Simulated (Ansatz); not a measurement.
## MoP: response to strain

Base system: MoP (space group P-6m2, No. 187; a = 3.2077 Å, c = 3.1729 Å; relaxed with 0.1 eV smearing). Axes: x lies along a and z along c of the hexagonal cell.

Strains are applied to the cell and any free atomic positions relax; under biaxial strain the out-of-plane vector relaxes too; under stress the whole cell relaxes.

Calculations: Kohn–Sham DFT with the PBEsol functional, run in Ansatz (an electronic-structure program) with PAW and 420 eV plane waves, no spin-orbit coupling, earlier PAW set.

Notes on the quantities. pressure: mean of the normal stresses, compression positive; energy relative to the base: free energy F.

```tsv
variant	pressure	shortest interatomic distance	energy relative to the base
base	0.0 GPa	2.439 Å	0 meV/atom
biaxial strain +3.45 %, plane normal [001], relaxed out of plane	(withheld)	(withheld)	–
uniaxial strain ε_zz = +0.35 %	-1.0 GPa	2.442 Å	+0.3 meV/atom
uniaxial strain ε_zz = +2.13 %	-5.6 GPa	2.461 Å	+9.9 meV/atom
uniaxial stress, 1 GPa tension along z	–	2.440 Å	+0.1 meV/atom
tensor shear ε_xz = −0.96 %	0.1 GPa	2.419 Å	+3.0 meV/atom
```

Task: What belongs in the blanks?

Result: 
- biaxial strain +3.45 %, plane normal [001], relaxed out of plane, pressure: -7.8 GPa
- biaxial strain +3.45 %, plane normal [001], relaxed out of plane, shortest interatomic distance: 2.466 Å

Stability under load was not tested beyond the relaxation. All final runs are without spin polarisation. An odd electron count without spin: MoP.
